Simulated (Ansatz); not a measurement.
The (10-11) face of hcp Re can be cut between different planes. Symmetric, stoichiometric slabs relaxed in the 1x1 cell (14.1 Å²): top plane Re, 0.35 Å over the next in the ideal cut; top plane Re, 1.77 Å over the next in the ideal cut.

These are PBE (plane waves to 420 eV, PAW; Ansatz, an electronic-structure program) values and carry that method's errors.

Q: Order them by surface energy (lowest first) at the level PBE.

A: the cut with an outer spacing of 0.35 Å (3.34 J/m²), the cut with an outer spacing of 1.77 Å (3.82 J/m²)
